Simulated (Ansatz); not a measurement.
System: Mo3SnC (model structure, started from the Ni3MgC type, Pm-3m, No. 221, 5 atoms in the cell). Method: PBEsol (Ansatz, a quantum-chemistry and plane-wave program, plane waves, PAW).

Run with plane-wave cutoff 520 eV, 14×14×14 k mesh, Fermi–Dirac smearing 0.05 eV, no spin polarisation, scalar-relativistic PAW data made under PBE.

Cell (relaxed at this level):

```
CELL_PARAMETERS angstrom
      4.17173     0.00000     0.00000
      0.00000     4.17173     0.00000
      0.00000     0.00000     4.17173
ATOMIC_POSITIONS crystal
  Sn 0.00000 0.00000 0.00000
  Mo 0.00000 0.50000 0.50000
  Mo 0.50000 0.00000 0.50000
  Mo 0.50000 0.50000 0.00000
  C  0.50000 0.50000 0.50000
```

Estimate the bulk modulus B0 that the calculation returns.


bulk modulus B0: 248 GPa

Note: the run has no spin polarisation, so it can have missed a magnetic state; the bulk modulus is −V dP/dV from two relaxed cells at ±2 % in volume; the relaxation could raise the start's symmetry but not lower it, so the cell can be a saddle point.

Spin–orbit coupling is not included; it can open a gap where bands touch, and shift volumes and moduli.

Computed values are for the static lattice.

Computing time: roughly 100 core-seconds.

A model structure was made by putting elements into a prototype or built by hand; it is no filed structure, need not be a known phase, and can be a saddle point held by its symmetry.
